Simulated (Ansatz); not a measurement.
Start from HfS2 in the CdI2 type structure (space group P-3m1, No. 164; a = 3.6057 Å, c = 5.7680 Å; layered, stacked along the Cartesian z axis). Axes: x lies along a and z along c of the hexagonal cell.

The values are results of Kohn–Sham DFT with the PBE-D3(BJ) functional, run in Ansatz (an electronic-structure program) with PAW and 420 eV plane waves, no spin-orbit coupling, not measurements.

Base values:

```
Item                              Value
-----------------------------  --------
Band gap                        0.85 eV
Smallest direct gap             1.81 eV
Pressure                       0.00 GPa
Shortest interatomic distance  254.1 pm
```

One thing is altered: biaxial strain −4.02 %, plane normal [001], relaxed out of plane (Cartesian); in-plane vectors clamped, the third vector and the atoms free.

Q: Predict the new band gap, smallest direct gap, pressure, out-of-plane strain and shortest interatomic distance.

A: The band gap drops by 0.48 eV to 0.37 eV; the smallest direct gap falls by 0.46 eV to 1.35 eV; the pressure (mean of the normal stresses, compression positive) goes from zero to 5.24 GPa; the out-of-plane strain comes out as +1.25 %; the shortest interatomic distance shrinks by 3.01 pm (254.1 pm → 251.0 pm).

Spin-orbit coupling, missing from the scalar runs, can matter with Hf. Whether these cells are dynamically stable was not tested.
